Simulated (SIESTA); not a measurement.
Band structure of GaSb3 (Fm-3m, 4 atoms in the cell).

```
GaSb3
1.0
    0.00000     3.73060     3.73060
    3.73060     0.00000     3.73060
    3.73060     3.73060     0.00000
Ga Sb
1 3
Direct
  0.00000   0.00000   0.00000
  0.25000   0.25000   0.25000
  0.75000   0.75000   0.75000
  0.50000   0.50000   0.50000
```

Computed with GGA PBEsol, numerical atomic orbitals TZP, PseudoDojo PBEsol standard norm-conserving potentials (rewritten from UPF to PSML) run with SIESTA.

Settings: XC.functional = GGA; XC.authors = PBEsol; potentials = PseudoDojo PBEsol standard; PAO.BasisSize = TZP; PAO.EnergyShift = 0.01 Ry; MeshCutoff = 400 Ry; kgrid.MonkhorstPack = 9 9 9; OccupationFunction = MP; OccupationMPOrder = 0; ElectronicTemperature = 0.136 eV; MaxSCFIterations = 150; SCF.Mixer.Method = Pulay; SCF.Mixer.Weight = 0.25; SCF.Mixer.History = 8.

The starting cell comes from a database of computed structures (which also holds hypothetical and non-ambient phases and stackings), without a prior relaxation at this level. Spin-orbit coupling is off. Values carry the incompleteness of an atom-centred basis. The run gives no clean gap (levels at the Fermi energy touch, overlap or are partly filled at this smearing), which alone does not show that the compound is a metal.

Levels in eV from the Fermi level, bands 26 to 31:
```csv
point,26,27,28,29,30,31
Γ,-2.49,-2.49,-2.33,-2.33,-2.33,-0.61
X,-5.12,0.63,0.98,1.13,1.13,1.97
W,-2.93,-2.43,-2.36,1.49,1.62,2.24
K,-2.92,-1.38,-0.87,0.19,1.05,1.54
L,-3.48,-2.53,-2.53,-0.34,-0.01,2.17
U,-2.92,-1.38,-0.87,0.19,1.05,1.54
```

Bands cross the Fermi level along this path, so the cell is metallic at this level.

Higher empty bands are left out: an atom-centred basis made for the valence describes them poorly.
